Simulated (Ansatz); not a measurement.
Habitual settings against a tight run: SrCa₂Si₆ (C2/m, 9 atoms in the cell)

Self-consistent single point.

```
CELL_PARAMETERS angstrom
      5.96137    -1.93886     0.00000
      5.96137     1.93886     0.00000
     -0.42013     0.00000     8.12955
ATOMIC_POSITIONS crystal
  Sr 0.50000 0.50000 0.00000
  Ca 0.83059 0.83059 0.66531
  Ca 0.16941 0.16941 0.33469
  Si 0.08192 0.08192 0.74201
  Si 0.91808 0.91808 0.25799
  Si 0.41407 0.41407 0.42266
  Si 0.58593 0.58593 0.57734
  Si 0.75295 0.75295 0.08494
  Si 0.24705 0.24705 0.91506
```

Level of theory: PBEsol, default PAW files made with PBE (plane waves; Ansatz, a program for electronic structure).

Base settings: basis.ecutwfc = 420 eV; kpoints.mp_grid.grid = 6 6 3; hamiltonian.xc = pbesol; hamiltonian.pseudopotentials = {kind: paw} (the program's default PAW files); scf.occupations.method = fermi_dirac; scf.occupations.width = 0.1 eV.

Tight run (finer mesh or higher cutoff; not a proven limit): basis.ecutwfc: 420 eV → 590 eV; kpoints.mp_grid.grid: 6 6 3 → 9 9 5; scf.convergence.dr2_threshold: default (1e-07 eV) → 1e-09 eV. It gave Fermi level (on the code's own zero) 8.63 eV; pressure 2.53 GPa; largest force (vector length) 0.076 eV/Å.

Quick runs, as changes from the base:
- A: the base itself
- B: basis.ecutwfc: 420 eV → 335 eV; kpoints.mp_grid.grid: 6 6 3 → 2 2 2; scf.occupations.method: fermi_dirac → methfessel_paxton; scf.occupations.width: 0.1 eV → 0.136 eV; kpoints.mp_grid.shift: default → 0.5 0.5 0.5
- C: basis.ecutwfc: 420 eV → 210 eV; kpoints.mp_grid.grid: 6 6 3 → 4 4 4; scf.convergence.dr2_threshold: default (1e-07 eV) → 0.001 eV
- D: basis.ecutwfc: 420 eV → 295 eV; kpoints.mp_grid.grid: 6 6 3 → 4 4 4; scf.occupations.width: 0.1 eV → 0.272 eV
- E: basis.ecutwfc: 420 eV → 335 eV; kpoints.mp_grid.grid: 6 6 3 → 6 6 6; scf.occupations.method: fermi_dirac → cold; scf.occupations.width: 0.1 eV → 0.272 eV
- F: basis.ecutwfc: 420 eV → 250 eV; kpoints.mp_grid.grid: 6 6 3 → 3 3 3; hamiltonian.xc: pbesol → lda; kpoints.mp_grid.shift: default → 0.5 0.5 0.5 [LDA (PW92)]

Energies are extrapolated to zero smearing width, which holds to low order in the width alone.

Dashes: energy of F, another energy zero.

† marks runs with another functional, U, potentials or spin treatment: their distance from the tight run is not a convergence error alone.

The count of work is k-points × plane waves × bands × iterations; it is no time. 

Pressures in the table are Ansatz's without its Pulay estimate, at a fixed set of plane waves; the tight run's value above holds the estimate.

The starting cell comes from a database of computed structures (which also holds hypothetical and non-ambient phases and stackings), without a prior relaxation at this level. Its lattice was rescaled by a random factor within 2.5 % of one.

```
run  energy less tight (meV/atom)  pressure less tight (GPa)  largest miss in a force vector (eV/Å)  count of work / tight
---  ----------------------------  -------------------------  -------------------------------------  ---------------------
A                            -2.5                      -0.06                                  0.045                   0.16
B                           107.4                       0.02                                  0.633                 0.0097
C                           335.9                     -10.86                                  0.095                  0.034
D                            28.1                      -0.89                                  0.227                  0.070
E                             4.2                      -0.35                                  0.033                   0.22
F†                              –                      -5.59                                  0.186                  0.021
```

Among the runs at the tight run's level, the energy misses run from 2.5 to 335.9 meV/atom.

Keys are those of Ansatz 0.2.
